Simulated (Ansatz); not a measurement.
A relaxation of the atoms of SnO2 (P2, 6 atoms in the cell) with Ansatz (an electronic-structure program).

Method: LDA (PW92), default PAW files made with PBE (plane waves; Ansatz).

The change in words: one atom moved by 0.15 angstrom; relax: default → atoms; relax.f_tol: default → 0.05 eV/Å. Reference geometry:
```
SnO2
1.0
    4.80236     0.00000     0.00000
    0.00000     4.88118     0.00000
    0.00000     0.00000     3.25062
Sn O
2 4
Direct
  0.50000   0.50000   0.50000
  0.00000   0.00000   0.00000
  0.29185   0.32104   0.00000
  0.70815   0.67896   0.00000
  0.79185   0.17896   0.50000
  0.20815   0.82104   0.50000
```

Reference input (self-consistent single point, DFT, LDA (PW92), plane waves, default PAW files made with PBE): basis.ecutwfc = 420 eV; kpoints.mp_grid.grid = 5 5 8; hamiltonian.xc = lda; hamiltonian.pseudopotentials = {kind: paw} (the program's default PAW files); scf.occupations.method = fixed. This run's input differs from it in these lines:

```diff
@@ -7,3 +7,3 @@
   atoms:
-    - { symbol: Sn, position: [0.500000, 0.500000, 0.500000] }
+    - { symbol: Sn, position: [0.500000, 0.500000, 0.546145] }
     - { symbol: Sn, position: [0.000000, 0.000000, 0.000000] }
@@ -22,2 +22,4 @@
   occupations: { method: fixed }
+relax:
+  f_tol: 0.05
 output:
```

Output, abridged:

```
   [... SCF lines of the steps left out ...]
relax step   1: F+E_penalty+E_count = -13979.96374296 eV  Δ(F+E_penalty+E_count) = +0.000e0 eV  max|allowed force component| = 2.343e0 eV/Å  Δτ_max = 0.0000 Å  (7 SCF iters, dr2 threshold 6.25e-5 eV, accepted)
relax step   2: F+E_penalty+E_count = -13980.08942923 eV  Δ(F+E_penalty+E_count) = -1.257e-1 eV  max|allowed force component| = 1.382e0 eV/Å  Δτ_max = 0.0517 Å  (5 SCF iters, dr2 threshold 1.00e-4 eV, accepted)
relax step   3: F+E_penalty+E_count = -13980.15781105 eV  Δ(F+E_penalty+E_count) = -6.838e-2 eV  max|allowed force component| = 4.858e-2 eV/Å  Δτ_max = 0.0672 Å  (6 SCF iters, dr2 threshold 1.00e-4 eV, accepted)
relax step   4: F+E_penalty+E_count = -13980.15781183 eV  Δ(F+E_penalty+E_count) = -7.874e-7 eV  max|allowed force component| = 4.851e-2 eV/Å  Δτ_max = 0.0000 Å  (3 SCF iters, accepted)
the relaxation is at rest under the 2 symmetry operations that the run kept from its start: a minimum is not shown …
Stability not checked: this state was not tested for a lower state beside it, because too few of the mixer's solves of this state at the end of the SCF gave a …
Free energy (F): -13980.157812 eV
Internal energy: -13980.157812 eV  (E = F + TS)
E sigma→0 (E₀):  -13980.157812 eV
Fermi energy:    8.225794 eV
--- Forces (eV/Å), atoms counted from 1 ---
  atom   1  Sn     0.00000000     0.00000000    -0.02862760
  atom   2  Sn     0.00000000     0.00000000     0.00195278
   [... lines left out ...]
    - { symbol: Sn, position: [0.0, 0.0, 0.006162526009008144] }
    - { symbol: O, position: [0.3059772533690616, 0.3100904397612037, 0.009267473441791093] }
    - { symbol: O, position: [0.6940227466309383, 0.6899095602387963, 0.009267473441791093] }
    - { symbol: O, position: [0.8059220310308299, 0.1908925469442613, 0.5059386989225306] }
    - { symbol: O, position: [0.19407796896917012, 0.8091074530557387, 0.5059386989225306] }
```

The run converged. 

Summary of the result:
| Item | Value |
|---|---|
| Free energy E − TS (on the zero of these files) | -13980.1578 eV |
| Top of the valence band (on the code's own zero) | 8.23 eV |
| Gap on the k-point mesh | 0.46 eV |
| Pressure | -12.04 GPa |
| Largest force (vector length) | 0.064 eV/Å |
| Relaxation steps | 4 |

The starting cell comes from a database of computed structures (which also holds hypothetical and non-ambient phases and stackings), without a prior relaxation at this level. Its lattice was rescaled by up to half a per cent. For this run, on top of that: one atom moved by 0.15 angstrom. Ansatz's pressure includes its estimate of the finite-basis (Pulay) stress. Without the estimate this run gives -13.10 GPa.

Cost on one core of a shared machine: roughly 60 s.

Keys are those of Ansatz 0.2.
